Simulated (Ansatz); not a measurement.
# PbI2 in the CdI2 type structure (space group P-3m1, No. 164; layered)

```cif
data_I2Pb
_chemical_formula_sum 'Pb1 I2'
_space_group_name_H-M_alt 'P-3m1'
_space_group_IT_number 164
_space_group_name_Hall '-P 3 2"'
_cell_length_a 4.43893
_cell_length_b 4.43893
_cell_length_c 6.74097
_cell_angle_alpha 90.000
_cell_angle_beta 90.000
_cell_angle_gamma 120.000
loop_
_atom_site_label
_atom_site_type_symbol
_atom_site_symmetry_multiplicity
_atom_site_Wyckoff_symbol
_atom_site_fract_x
_atom_site_fract_y
_atom_site_fract_z
_atom_site_occupancy
Pb1 Pb 1 a 0.00000 0.00000 0.00000 1
I1 I 2 d 0.33333 0.66667 0.28027 1
```

Computed with PBEsol-D3(BJ) (Ansatz, a first-principles code), no spin-orbit coupling. Γ-centred 9×9×5 mesh, Fermi–Dirac width 0.05 eV.

```yaml
volume_per_atom: 38.34 Å³
density: 6.66 g/cm³
band_gap: 1.92 eV, direct at A
electron_mass: 0.78 mₑ along k, 0.21 mₑ across
hole_mass: 0.44 mₑ along k, 0.40 mₑ across
total_energy: -8874.100 eV/atom (σ→0; compares only within this code and set-up)
```

Spin-orbit coupling, missing from the scalar runs, can matter with I and Pb. Masses are band curvatures over ±0.01 Å⁻¹ around the edge. Along k means along the line from Γ to the band edge. Whether these cells are dynamically stable was not tested.
